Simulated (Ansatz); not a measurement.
Base system: Si in the diamond structure (space group Fd-3m, No. 227; a = 5.4441 Å).

Modification: a hydrostatic pressure of 0.3 GPa.

Levels (all Ansatz, a quantum-chemistry and plane-wave program, PAW, earlier PAW set): r2SCAN (500 eV, without spin-orbit coupling); HSE06 (420 eV, no spin-orbit coupling); HSE06+SOC (420 eV, spin-orbit coupling included).

One geometry, relaxed with r2SCAN, under each level:

The valence-band top lists the three highest levels at Γ (Kramers pairs under SOC), from the VBM.

```json
[
 {"level": "r2SCAN", "band gap": "0.77 eV", "lowest conduction level above the VBM at special points": "X 0.92 eV; K 1.43 eV; U 1.43 eV; Γ 2.74 eV", "valence-band top at Γ": "0.00, 0.00, 0.00 eV"},
 {"level": "HSE06", "band gap": "[?]", "lowest conduction level above the VBM at special points": "[?]", "valence-band top at Γ": "–"},
 {"level": "HSE06+SOC", "band gap": "[?]", "lowest conduction level above the VBM at special points": "[?]", "valence-band top at Γ": "[?]"}
]
```

Question: Give the withheld HSE06 and HSE06+SOC results.

Answer: 
- HSE06, band gap: 1.14 eV
- HSE06, lowest conduction level above the VBM at special points: X 1.28 eV; K 1.81 eV; U 1.81 eV; Γ 3.31 eV
- HSE06+SOC, band gap: 1.12 eV
- HSE06+SOC, lowest conduction level above the VBM at special points: X 1.27 eV; K 1.80 eV; U 1.80 eV; Γ 3.27 eV
- HSE06+SOC, valence-band top at Γ: 0.00, 0.00, -0.05 eV

Single points use the geometry relaxed with r2SCAN. Their cutoffs differ, which shifts pressures a little. HSE06 was sampled on its mesh, a few special points and the semilocal edge points, so its gap is an upper bound. Differences between runs with and without spin-orbit coupling are approximate. Load acts through the strain it causes; cell and atoms are relaxed under it. No phonon test of stability was made.
